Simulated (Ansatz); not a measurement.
**What isotropic strain +1.00 % does to CdF2**

Consider CdF2 in the fluorite structure (space group Fm-3m, No. 225; a = 5.481 Å).

Modification: an isotropic linear strain of +1.00 %, atoms relaxed at fixed cell.

All numbers come from PBE in Ansatz (plane waves to 420 eV, PAW, no SOC). Settings: 10×10×10 k-points, 0.05 eV Fermi–Dirac smearing.

```csv
quantity,base,changed,shift
shortest interatomic distance,2.374 Å,2.397 Å,+0.0237 Å
energy relative to the base (free energy F),0 meV/atom,+3.5 meV/atom,+3.5 meV/atom
pressure,0.00 GPa,-2.60 GPa,-2.60 GPa
band gap,2.92 eV,2.81 eV,-0.11 eV
gap character,"indirect, W → Γ","indirect, W → Γ",–
smallest direct gap,3.47 eV,3.40 eV,-0.078 eV
mean gap deformation potential ΔEg/Δln V,–,-3.5 eV,–
electron mass,0.38 mₑ (at Γ),0.38 mₑ (at Γ),–
```

Cost of the whole job for the changed cell (relaxation, final SCF and bands): very roughly 11 core-seconds.

Effective masses come from finite differences of ±0.01 Å⁻¹. No phonon test of stability was made.

Ansatz is a quantum-chemistry and plane-wave program.
